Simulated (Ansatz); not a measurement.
PbSe, response to strain

Base system: PbSe in the rock salt structure (space group Fm-3m, No. 225; a = 6.178 Å). Axes: x, y, z lie along the cube axes.

Strains are applied to the cell and any free atomic positions relax; under biaxial strain the out-of-plane vector relaxes too; under stress the whole cell relaxes.

Calculations: DFT with r2SCAN, PAW potentials and a 500 eV plane-wave cutoff in Ansatz (a quantum-chemistry and plane-wave program), scalar-relativistic without spin-orbit coupling.

```csv
variant,gap character,volume per atom,space group
base,direct at L,29.47 Å³,Fm-3m (No. 225)
"biaxial strain +0.74 %, plane normal [001], relaxed out of plane",direct at N,[?],I4/mmm (No. 139)
"biaxial strain −0.79 %, plane normal [111], relaxed out of plane","indirect, T → L",29.24 Å³,R-3m (No. 166)
"biaxial strain +3.29 %, plane normal [111], relaxed out of plane","indirect, L → T",30.36 Å³,R-3m (No. 166)
isotropic strain −1.37 %,direct at L,28.28 Å³,Fm-3m (No. 225)
isotropic strain +2.00 %,direct at L,31.28 Å³,Fm-3m (No. 225)
uniaxial strain ε_xx = +1.00 %,direct at N,29.77 Å³,I4/mmm (No. 139)
uniaxial strain ε_yy = −1.03 %,direct at N,29.17 Å³,I4/mmm (No. 139)
uniaxial strain ε_zz = −4.93 %,direct at N,28.02 Å³,I4/mmm (No. 139)
"uniaxial stress, 1 GPa tension along x",direct at N,29.67 Å³,I4/mmm (No. 139)
```

Q: What belongs in the blanks?

A: 
- biaxial strain +0.74 %, plane normal [001], relaxed out of plane, volume per atom: 29.86 Å³

Spin-orbit coupling, missing from the scalar runs, can matter with Pb. Beyond what the load breaks, stability against distortions was not tested. Labels are those of the standard path for the cell's own space group.
